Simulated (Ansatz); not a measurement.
**IrO2 in the rutile structure (space group P4_2/mnm, No. 136)**

```
IrO2
1.0
    4.47186     0.00000     0.00000
    0.00000     4.47186     0.00000
    0.00000     0.00000     3.15377
Ir O
2 4
Direct
  0.00000   0.00000   0.00000
  0.50000   0.50000   0.50000
  0.30880   0.30880   0.00000
  0.80880   0.19120   0.50000
  0.19120   0.80880   0.50000
  0.69120   0.69120   0.00000
```

All numbers come from PBEsol, PAW, 420 eV (Ansatz, a quantum-chemistry and plane-wave program; scalar-relativistic without spin-orbit coupling), earlier PAW set. k-mesh 11×11×15 (Γ-centred); smearing 0.05 eV (Fermi–Dirac).

```json
{
 "volume_per_atom": "10.51 Å³",
 "density": "11.81 g/cm³",
 "band_gap": "zero",
 "total_energy": "-4306.556 eV/atom (σ→0; compares only within this code and set-up)"
}
```

Whether these cells are dynamically stable was not tested. No Hubbard U is applied, and correlation can decide whether such a compound is a metal. The final runs are not spin-polarised.
